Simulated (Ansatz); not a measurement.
For L1₀ (CuAu-type) FePt, RPBE (Ansatz, a program for electronic structure, PAW) gives:

* **equilibrium lattice constant a**: 2.754 Å
* **c axis length**: 3.792 Å
* **formation enthalpy**: -0.263 eV/atom
* **magnetic moment**: 3.07 μB

Q: What does r²SCANh in Ansatz (plane waves, PAW) give for the same quantities?

A: 
- lattice constant a: 2.737 Å (shrinks by 0.6 %)
- lattice parameter c: 3.725 Å (decreases by 1.8 %)
- formation enthalpy: -0.449 eV/atom (moves by -0.186 eV/atom)
- magnetic moment: 3.43 μB (grows by 0.36 μB)

For comparison: lattice constant a 2.727 Å (measured, room temperature, no zero-point or thermal correction, P4/mmm two-atom cell, a_fct/√2; as tabulated in Sawada et al. (2023), arXiv:2212.12065); lattice parameter c 3.726 Å (measured, room temperature, no zero-point or thermal correction, 0.1 GPa; as tabulated in Sawada et al. (2023), arXiv:2212.12065); formation enthalpy -0.238 ± 0.02 eV/atom (measured, 298 K, copied from a table, unchecked, no zero-point or thermal correction; as tabulated in Wang et al. (2021), doi:10.1038/s41598-021-94550-5).

Changes are worked out from the printed values.

Unless a cell is named, each level is at its own relaxed cell (RPBE 14.38, r²SCANh 13.95 Å³/atom).

Levels without +SOC leave out spin–orbit coupling, which shifts energies and cells of such heavy elements.

Spin-polarised runs: RPBE (parallel moments), r²SCANh (parallel moments).

Ansatz's density-functional and Hartree–Fock values are scalar-relativistic unless marked +SOC, with PAW data made under PBE.
